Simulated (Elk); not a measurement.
Input and output of a self-consistent single point for MgAl3 (I4/mmm, 4 atoms in the cell) (Elk).

Computed with PBEsol, all-electron FP-LAPW, Elk's shipped species files, APW+lo basis with extra local orbitals run with Elk 10.2.4.

The change in words: lattice scaled by 0.98. Reference geometry:
```yaml
crystal:
  lattice:
    - [-2.04547, 2.04547, 4.12038]
    - [2.04547, -2.04547, 4.12038]
    - [2.04547, 2.04547, -4.12038]
  atoms:
    - { symbol: Mg, position: [0.00000, 0.00000, 0.00000] }
    - { symbol: Al, position: [0.50000, 0.50000, 0.00000] }
    - { symbol: Al, position: [0.25000, 0.75000, 0.50000] }
    - { symbol: Al, position: [0.75000, 0.25000, 0.50000] }
```

Reference input (self-consistent single point, DFT, PBEsol, all-electron FP-LAPW, Elk's shipped species files, APW+lo basis with extra local orbitals): xctype = 22; rgkmax = 7.5; stype = 0; swidth = 0.00367493 Ha; ngridk = 8 8 8; gmaxvr = 16 1/bohr; nxlo = 2; lorbcnd = true; lmaxi = 2. This run's input differs from it in these lines:

```diff
@@ -28,5 +28,5 @@
 avec
-   -3.8653780961    3.8653780961    7.7863991780
-    3.8653780961   -3.8653780961    7.7863991780
-    3.8653780961    3.8653780961   -7.7863991780
+   -3.7880712901    3.7880712901    7.6306706275
+    3.7880712901   -3.7880712901    7.6306706275
+    3.7880712901    3.7880712901   -7.6306706275
```

Log, with long lists cut:

```
│ Self-consistent loop started │
│ Loop number : 1 │
 total energy                :     -928.116310287
│ Loop number : 2 │
 total energy                :     -928.111657170
RMS change in Kohn-Sham potential (target) :   0.7667137024     (  0.1000000000E-05)
Absolute change in total energy (target)   :   0.4653116573E-02 (  0.1000000000E-03)
│ Loop number : 3 │
 total energy                :     -927.677546657
RMS change in Kohn-Sham potential (target) :   0.3943960585     (  0.1000000000E-05)
Absolute change in total energy (target)   :   0.4352737922     (  0.1000000000E-03)
│ Loop number : 4 │
   [... lines left out ...]
Absolute change in total energy (target)   :   0.1055927588E-02 (  0.1000000000E-03)
│ Loop number : 11 │
 total energy                :     -927.023034406
RMS change in Kohn-Sham potential (target) :   0.2234260632E-05 (  0.1000000000E-05)
Absolute change in total energy (target)   :   0.1051020963E-03 (  0.1000000000E-03)
│ Loop number : 12 │
 total energy                :     -927.023009420
RMS change in Kohn-Sham potential (target) :   0.8963955273E-06 (  0.1000000000E-05)
Absolute change in total energy (target)   :   0.5126168139E-04 (  0.1000000000E-03)
Convergence targets achieved

│ Loop number : 13 │

Energies :
 Fermi                       :     0.261253709074
 total energy                :     -927.023002357

Density of states at Fermi energy :    28.80116706
 (states/Hartree/unit cell)

Estimated indirect band gap :   0.1086463397E-02
 from k-point     20 to k-point     23
Estimated direct band gap   :   0.2127535400E-01
 at k-point     18

Charges :
 core                        :    14.00000000
 valence                     :    37.00000000
 interstitial                :    6.672863055
 muffin-tins (core leakage)
  species :    1 (Mg)
   atom    1                 :    10.61219531     (  0.6661338148E-15)
  species :    2 (Al)
   atom    1                 :    11.23632962     (  0.4790038575E-03)
   atom    2                 :    11.23930601     (  0.4793666272E-03)
   atom    3                 :    11.23930601     (  0.4793666272E-03)
 total in muffin-tins        :    44.32713695
 total calculated charge     :    50.96654987
 total charge                :    51.00000000
 error                       :   0.3345012875E-01

│ Self-consistent loop stopped │
```

The run converged in 13 iterations. The count includes the last loop, which Elk runs after its targets are met. Against the reference run the total energy rises by 22.6 meV/atom.

The starting cell comes from a database of computed structures (which also holds hypothetical and non-ambient phases and stackings), without a prior relaxation at this level. For this run, on top of that: lattice scaled by 0.98. Values depend on the basis (sphere radii, cutoffs, local orbitals), which need not be converged. The log's line on a gap gives a spacing of levels on this mesh, which the program prints for metals too.

Cost on one core of a shared machine: roughly 60 s.
